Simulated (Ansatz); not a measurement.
**Pyrite ZnS2 (high-pressure phase)**

Method: LDA (PAW; Ansatz, an electronic-structure program).

Run with plane-wave cutoff 520 eV, 6×6×6 k mesh, Fermi–Dirac smearing 0.01 eV, scalar-relativistic PAW data made under PBE.

Cell: relaxed with PBEsol: a = 5.889 Å, b = 5.889 Å, c = 5.889 Å, α = 90.00°, β = 90.00°, γ = 90.00°.

```json
{
  "band_gap": "1.24 eV (indirect)",
  "smallest_direct_gap_on_the_k_points_sampled": "1.45 eV"
}
```

Note: cell and atoms aren't relaxed at this level (pressure -2.7 GPa).
